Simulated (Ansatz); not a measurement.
Consider a periodic stack without vacuum, zinc-blende CdTe (0 0 1) on rock-salt PbTe (0 0 1) (film strained to the substrate, started from cuts of the bulks and a machine-learned relaxation; slabs Pb4Te4 and Cd4Te4, which can lie off the formulas): substrate slab Pb4Te4, film Cd4Te4, surface cells [[1, 0], [1, 1]] and [[1, 0], [1, 1]], film strained by -0.7 and -0.7 %, outermost planes PbTe/PbTe and Te/Cd as cut, which need not be the usual terminations and can put a slab off its formula. Its start:

```xyz
16
Lattice="4.6466 0.0000 0.0000 0.0000 4.6466 0.0366 -2.3233 -0.5645 27.0831" Properties=species:S:1:pos:R:3 pbc="T T T"
Pb     0.0000     0.0355     4.7008
Pb     2.3233     2.6638     1.3487
Pb     0.0000     0.1169    11.7725
Pb     2.3233     2.3806     8.0500
Te     2.3233     2.3669     4.3535
Te     0.0000     0.3296     0.6412
Te     2.3233     2.3843    11.0398
Te     0.0000     0.0594     7.7287
Cd     0.0000     0.1325    19.1341
Cd     2.3233     2.4374    15.7587
Cd     0.0000    -0.1021    25.8766
Cd     2.3233     2.4404    22.5355
Te     0.0000     2.4667    17.5207
Te     2.3233     0.1262    14.1479
Te     0.0000     2.2479    24.2309
Te     2.3233     0.1248    20.8658
```

The start was prepared with a machine-learned potential, and the result is one local minimum, with the in-plane cell held and forces under 0.04 eV/Å; the film can end far from its bulk form.

Computed with PBE (plane waves to 420 eV, PAW; Ansatz, an electronic-structure program). Scalar-relativistic, without spin–orbit coupling; the runs are not spin-polarised. Its k-point mesh 5×5×1, Fermi–Dirac width 0.05 eV.

Problem. Predict the relaxed interface.

Solution. 
- interface area = 21.6 Å²
- period = 27.13 Å
- heights between the nearest atoms of the two slabs at the two interfaces = 2.28 and 1.93 Å
- Pb–Te contacts across the interfaces within 1.22 times the sum of covalent radii = 2, mean 3.25 Å
- Cd–Te contacts across the interfaces within 1.22 times the sum of covalent radii = 2, mean 3.02 Å
- Cd–Pb contacts across the interfaces within 1.22 times the sum of covalent radii = 1, mean 3.49 Å
- two interfaces = unlike, so that offsets are their mean
